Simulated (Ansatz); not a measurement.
An Ansatz (an electronic-structure program) run: Sr with a change (uniaxial strain ε_zz = −0.50 %); PBEsol in Ansatz (plane waves to 420 eV, PAW, spin-orbit coupling left out).

Input:

Ansatz 0.2 input:
```yaml
crystal:
  lattice:
    - [0, 2.9612608402, 2.946454536]
    - [2.9612608402, 0, 2.946454536]
    - [2.9612608402, 2.9612608402, 0]
  atoms:
    - { symbol: Sr, position: [0, 0, 0] }
basis: { ecutwfc: 420, ecutrho_ratio: 4, xc_grid: 2, fft_grid_basis: typed }
kpoints: { mp_grid: { grid: [14, 14, 14] } }
hamiltonian:
  xc: pbesol
  dispersion: none
  pseudopotentials: { kind: paw }
scf: { occupations: { method: fermi_dirac, width: 0.05 }, convergence: { dr2_threshold: 0.0000000001 } }
relax: { f_tol: 0.005, max_steps: 50 }
output: { forces: true, stress: true }
checkpoint: { write: state.ck, write_every: 1000 }
```

Output (explanatory and most iteration lines left out):

```
Relaxation: its limit of steps is 50 (relax.max_steps)
Pseudopotential: Sr, paw, valence charge 10
Crystal: 1 atoms, lattice volume = 51.675 Å³
Basis set: ecut = 420 eV, 965 PW (Γ), exchange–correlation on 60×60×60 points (8 copies of the dense FFT grid, shifted against one another)
Bands: 9, of which v1, the nominal top of the filled ones, is band 5 counted from 1 (4 counted from 0)
Symmetry: 16 space group operations
Space group: I4/mmm (ITA 139), of the structure as read, at distance tolerance 3.7e-5 Å
k-points: 244 of 2744
Functional: x = pbesol(κ = 0.804, μ = 0.12345679012345678), c = pbesol(β = 0.046)
SCF iter   1: F=—  HF=-3492.218579 eV  |F-HF|=—  |Δ(HF+E_count)|=         —  Δρ=1.39e-3  dr2=9.00e-4  ethr=1.77e-3  ⟨swp⟩=6.9  Hψ=19656  notcnv=0
SCF iter   2: F=—  HF=-3492.219041 eV  |F-HF|=—  |Δ(HF+E_count)|=   4.62e-4  Δρ=7.22e-4  dr2=3.60e-4  ethr=9.00e-6  ⟨swp⟩=2.3  Hψ=5484  notcnv=0
SCF 1 converged in 7 iterations: F = -3492.219018 eV  dr2 = 1.57e-12
relax step   1: F+E_penalty+E_count = -3492.21901808 eV  Δ(F+E_penalty+E_count) = +0.000e0 eV  max|allowed force component| = 0.000e0 eV/Å  Δτ_max = 0.0000 Å  (7 SCF iters, accepted)
SCF converged after 7 iterations
Free energy (F): -3492.219018 eV
Internal energy: -3492.209463 eV  (E = F + TS)
E sigma→0 (E₀):  -3492.214240 eV
Entropy (-TS):   -0.009555 eV (-9.555 meV/atom)
Fermi energy:    5.441712 eV
--- Forces (eV/Å), atoms counted from 1 ---
  atom   1  Sr    -0.00000000     0.00000000    -0.00000000
--- Stress (GPa, compression-positive) ---
        0.054106       0.000000       0.000000
        0.000000       0.054106       0.000000
        0.000000       0.000000       0.078538
  P = ⅓ Tr σ = 0.0622 GPa (0.622 kbar)
--- Relaxed structure (1 steps of the walk, 1 accepted, 0 SCFs on fresh bases) ---
  atoms:
    - { symbol: Sr, position: [0.0, 0.0, 0.0] }
```

No phonon test of stability was made. The cell was made from Sr in the fcc (Cu type) structure (space group Fm-3m, No. 225) by this change: uniaxial strain ε_zz = −0.50 %.
